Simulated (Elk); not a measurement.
Elk run on CaS (Fm-3m, 2 atoms in the cell): self-consistent single point.

Method: Elk with PBE, all-electron FP-LAPW, Elk's shipped species files, APW+lo basis with extra local orbitals.

The change in words: lattice scaled by 0.98. Reference geometry:
```yaml
crystal:
  lattice:
    - [0.00000, 2.89773, 2.89773]
    - [2.89773, 0.00000, 2.89773]
    - [2.89773, 2.89773, 0.00000]
  atoms:
    - { symbol: Ca, position: [0.00000, 0.00000, 0.00000] }
    - { symbol: S, position: [0.50000, 0.50000, 0.50000] }
```

Reference input (self-consistent single point, DFT, PBE, all-electron FP-LAPW, Elk's shipped species files, APW+lo basis with extra local orbitals): xctype = 20; rgkmax = 8; stype = 0; swidth = 0.0001 Ha; ngridk = 7 7 7; gmaxvr = 14 1/bohr; nxlo = 2; lorbcnd = true; lmaxi = 2. This run's input differs from it in these lines:

```diff
@@ -28,3 +28,3 @@
 scale
-  7.744109446
+  7.589226081
```

Output (repeated stretches shortened):

```
│ Self-consistent loop started │
│ Loop number : 1 │
 total energy                :     -1084.75029164
│ Loop number : 2 │
 total energy                :     -1084.69425442
RMS change in Kohn-Sham potential (target) :   0.4143639832     (  0.1000000000E-05)
Absolute change in total energy (target)   :   0.5603722434E-01 (  0.1000000000E-03)
│ Loop number : 3 │
 total energy                :     -1083.69180946
RMS change in Kohn-Sham potential (target) :   0.3318909727     (  0.1000000000E-05)
Absolute change in total energy (target)   :    1.016454264     (  0.1000000000E-03)
│ Loop number : 4 │
   [... lines left out ...]
Absolute change in total energy (target)   :   0.5895003960E-03 (  0.1000000000E-03)
│ Loop number : 13 │
 total energy                :     -1079.84318675
RMS change in Kohn-Sham potential (target) :   0.3182468844E-06 (  0.1000000000E-05)
Absolute change in total energy (target)   :   0.1860636005E-03 (  0.1000000000E-03)
│ Loop number : 14 │
 total energy                :     -1079.84317777
RMS change in Kohn-Sham potential (target) :   0.5456155807E-07 (  0.1000000000E-05)
Absolute change in total energy (target)   :   0.5549917773E-04 (  0.1000000000E-03)
Convergence targets achieved

│ Loop number : 15 │

Energies :
 Fermi                       :     0.145381651910
 total energy                :     -1079.84317721

Density of states at Fermi energy :   0.8306415125E-05
 (states/Hartree/unit cell)

Estimated indirect band gap :   0.8670887661E-01
 from k-point      1 to k-point     15
Estimated direct band gap   :   0.1159052144
 at k-point     15

Charges :
 core                        :    20.00000000
 valence                     :    16.00000000
 interstitial                :    3.234421961
 muffin-tins (core leakage)
  species :    1 (Ca)
   atom    1                 :    18.18551085     (  0.1949763551E-07)
  species :    2 (S)
   atom    1                 :    14.58006719     (  0.7005211675E-04)
 total in muffin-tins        :    32.76557804
 total calculated charge     :    36.00255588
 total charge                :    36.00000000
 error                       :   0.2555879128E-02

│ Self-consistent loop stopped │
```

The run converged in 15 iterations. The count includes the last loop, which Elk runs after its targets are met. Against the reference run the total energy falls by 3.7 meV/atom and the gap on the mesh goes from 2.492 to 2.359 eV.

The starting cell comes from a database of computed structures (which also holds hypothetical and non-ambient phases and stackings), without a prior relaxation at this level. Its lattice was rescaled by a random factor within 2.5 % of one. For this run, on top of that: lattice scaled by 0.98. Values depend on the basis (sphere radii, cutoffs, local orbitals), which need not be converged.
